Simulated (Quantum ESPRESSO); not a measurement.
Quantum ESPRESSO run on Sr₃Mg (P1, 4 atoms in the cell): self-consistent single point.

Level of theory: PBEsol, SSSP 1.1.2 efficiency (PBE) pseudopotentials (plane waves; Quantum ESPRESSO).

```
CELL_PARAMETERS angstrom
      4.20784     0.00000     0.00000
     -2.10392     3.64410     0.00000
      0.00000     0.00000    12.37335
ATOMIC_POSITIONS crystal
  Sr 0.67082 0.33959 0.99898
  Sr 0.00386 0.00768 0.28194
  Sr 0.98208 0.99335 0.71370
  Mg 0.67657 0.32605 0.50538
```

Reference input (self-consistent single point, DFT, LDA (PZ), plane waves, GBRV 1.5 ultrasoft (LDA) pseudopotentials): ecutwfc = 40 Ry; ecutrho = 200 Ry; occupations = smearing; smearing = fermi-dirac; degauss = 0.0099958 Ry; potentials = {Sr: sr_lda_v1.uspp.F.UPF, Mg: mg_lda_v1.4.uspp.F.UPF}; K_POINTS = automatic 5 5 2 0 0 0; conv_thr = 1e-09 Ry; mixing_beta = 0.3. This run's input differs from it in these lines:

```diff
@@ -13,3 +13,3 @@
     ecutwfc = 40,
-    ecutrho = 200,
+    ecutrho = 320,
     occupations = 'smearing',
@@ -17,2 +17,3 @@
     degauss = 0.0099958,
+    input_dft = 'pbesol',
 /
@@ -23,4 +24,4 @@
 ATOMIC_SPECIES
-Sr    87.6200  sr_lda_v1.uspp.F.UPF
-Mg    24.3050  mg_lda_v1.4.uspp.F.UPF
+Sr    87.6200  Sr_pbe_v1.uspp.F.UPF
+Mg    24.3050  Mg.pbe-n-kjpaw_psl.0.3.0.UPF
 ATOMIC_POSITIONS crystal
```

Output, abridged:

```
     Self-consistent Calculation

     iteration #  1     ecut=    40.00 Ry     beta= 0.30

     Threshold (ethr) on eigenvalues was too large:
     Diagonalizing with lowered threshold

     negative rho (up, down):  1.930E-01 0.000E+00

     total energy              =    -242.61411624 Ry
     estimated scf accuracy    <       0.06525682 Ry

     iteration #  2     ecut=    40.00 Ry     beta= 0.30

     negative rho (up, down):  1.941E-01 0.000E+00

     total energy              =    -242.60620167 Ry
     estimated scf accuracy    <       0.04100832 Ry

     iteration #  3     ecut=    40.00 Ry     beta= 0.30

     negative rho (up, down):  1.962E-01 0.000E+00

     total energy              =    -242.60082074 Ry
     estimated scf accuracy    <       0.11642951 Ry

   [... 9 blocks of this kind left out ...]

     iteration # 13     ecut=    40.00 Ry     beta= 0.30

     negative rho (up, down):  1.993E-01 0.000E+00

     total energy              =    -242.60911522 Ry
     estimated scf accuracy    <          5.1E-09 Ry

     iteration # 14     ecut=    40.00 Ry     beta= 0.30

     negative rho (up, down):  1.993E-01 0.000E+00
     End of self-consistent calculation

     the Fermi energy is     4.6976 ev

!    total energy              =    -242.60911522 Ry
     estimated scf accuracy    <          2.3E-10 Ry
     smearing contrib. (-TS)   =      -0.01934666 Ry
     internal energy E=F+TS    =    -242.58976856 Ry

     convergence has been achieved in  14 iterations

     negative rho (up, down):  1.993E-01 0.000E+00

     Forces acting on atoms (cartesian axes, Ry/au):

     atom    1 type  1   force =    -0.00036882   -0.00024599   -0.00033342
     atom    2 type  1   force =     0.00103564   -0.00089383    0.00094329
     atom    3 type  1   force =     0.00303747   -0.00005805    0.00740257
     atom    4 type  2   force =    -0.00370428    0.00119788   -0.00801244

     Total force =     0.012102     Total SCF correction =     0.000049

     negative rho (up, down):  1.993E-01 0.000E+00
          total   stress  (Ry/bohr**3)                   (kbar)     P=       -5.10
  -0.00004011  -0.00001059   0.00000416           -5.90       -1.56        0.61
  -0.00001059  -0.00004258   0.00000049           -1.56       -6.26        0.07
   0.00000416   0.00000049  -0.00002128            0.61        0.07       -3.13

   JOB DONE.
```

The run converged in 14 iterations. Against the reference run the pressure goes from -1.31 to -0.51 GPa and the largest force goes from 0.209 to 0.229 eV/Å. The full log also holds: “c_bands:  1 eigenvalues not converged”.

The starting cell comes from a database of computed structures (which also holds hypothetical and non-ambient phases and stackings), without a prior relaxation at this level. Its atoms were displaced at random from the sites of space group no. 187.

Cost on one core of a shared machine: roughly 2 min.
